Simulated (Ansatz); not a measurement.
**zinc-blende GaSb (0 0 1) on cubic CsPbBr3 (0 0 1) (film strained to the substrate, started from cuts of the bulks and a machine-learned relaxation; metallic at this level, with no gap by band count; slabs Cs3Br7Pb2 and Ga8Sb8, which can lie off the formulas)**

A periodic stack without vacuum, zinc-blende GaSb (0 0 1) on cubic CsPbBr3 (0 0 1) (film strained to the substrate, started from cuts of the bulks and a machine-learned relaxation; metallic at this level, with no gap by band count; slabs Cs3Br7Pb2 and Ga8Sb8, which can lie off the formulas): substrate slab Cs3Br7Pb2, film Ga8Sb8, surface cells [[0, 1], [-1, 0]] and [[0, -1], [2, 1]], film strained by -3.4 and -3.4 %, outermost planes BrCs/BrCs and Sb/Ga as cut, which need not be the usual terminations and can put a slab off its formula.

The start was prepared with a machine-learned potential, and the result is one local minimum, with the in-plane cell held and forces under 0.04 eV/Å; the film can end far from its bulk form.

These are PBE (plane waves to 420 eV, PAW; Ansatz, a quantum-chemistry and plane-wave program) values and carry that method's errors. Spin–orbit coupling is left out; the runs are not spin-polarised. Its k-point mesh 4×4×1, Fermi–Dirac width 0.05 eV.

```
Quantity                                                                                                           Value
--------------------------------------------------------------------------------  --------------------------------------
interface area                                                                                                   36.0 Å²
period                                                                                                           29.50 Å
heights between the nearest atoms of the two slabs at the two interfaces                                 2.98 and 2.32 Å
Cs–Sb contacts across the interfaces within 1.22 times the sum of covalent radii                          3, mean 4.19 Å
Cs–Ga contacts across the interfaces within 1.22 times the sum of covalent radii                          1, mean 3.85 Å
Br–Ga contacts across the interfaces within 1.22 times the sum of covalent radii                          1, mean 2.50 Å
two interfaces                                                                    unlike, so that offsets are their mean
```

```xyz
28
Lattice="6.0000 0.0012 -0.0080 -0.0005 5.9795 0.4959 -1.5442 4.8790 30.0043" Properties=species:S:1:pos:R:3 pbc="T T T"
Cs     0.3098     6.6858     2.4294
Br     3.4502     4.4489     1.2086
Cs     0.2139     6.8129     8.5388
Pb     3.2986     3.6848     4.6944
Br     0.3124     3.5500     4.3399
Br     3.3096     6.6946     4.6242
Br     3.2996     3.5013     7.4815
Cs     0.2991     6.6234    14.5621
Pb     3.2628     3.4490    10.9774
Br     0.2512     3.5559    10.5667
Br     3.2098     6.4911    10.7821
Br     3.3073     3.0841    13.7421
Ga     1.6773     3.8098    22.0139
Ga    -1.2341     6.8620    22.5603
Ga     4.7112     4.0974    18.9483
Ga     1.7321     7.0658    19.1873
Ga     1.2787     8.8490    28.8443
Ga    -0.4968     7.0971    28.4777
Ga    -1.3685     9.5884    25.8503
Ga     1.7697     6.4653    25.5889
Sb     0.1249     5.5502    20.7222
Sb     3.2991     8.3587    20.9508
Sb     2.7556     5.2523    17.4393
Sb     0.6737     9.1765    17.7910
Sb     0.1616     4.9467    27.1116
Sb     3.2467     7.8540    27.3523
Sb     3.1783     5.1571    23.7941
Sb     0.2856     8.2370    24.2423
```
